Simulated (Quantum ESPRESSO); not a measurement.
Band structure of K (Im-3m, 1 atom in the cell).

```yaml
crystal:
  lattice:
    - [2.69756, 2.69756, 2.69756]
    - [-2.69756, 2.69756, 2.69756]
    - [-2.69756, -2.69756, 2.69756]
  atoms:
    - { symbol: K, position: [0.00000, 0.00000, 0.00000] }
```

Method of the run: PBEsol, PseudoDojo standard norm-conserving (PBESOL) pseudopotentials (plane waves; Quantum ESPRESSO).

Settings: ecutwfc = 75 Ry; occupations = smearing; smearing = gauss; degauss = 0.0036749 Ry; potentials = {K: K.upf}; K_POINTS = automatic 11 11 11 0 0 0; nbnd = 17; conv_thr = 1e-10 Ry; mixing_beta = 0.5.

The starting cell comes from a database of computed structures (which also holds hypothetical and non-ambient phases and stackings), without a prior relaxation at this level.

Levels in eV from the Fermi level, bands 1 to 8:
```
point       1       2       3       4      5     6     7     8
-----  ------  ------  ------  ------  -----  ----  ----  ----
Γ      -32.06  -15.57  -15.57  -15.57  -2.08  4.21  4.21  4.21
H      -32.05  -15.61  -15.61  -15.61   1.69  1.69  3.28  3.28
N      -32.05  -15.63  -15.59  -15.57   0.43  0.64  3.12  4.71
P      -32.05  -15.60  -15.60  -15.60   1.43  1.43  1.43  2.83
```

Bands cross the Fermi level along this path, so the cell is metallic at this level.
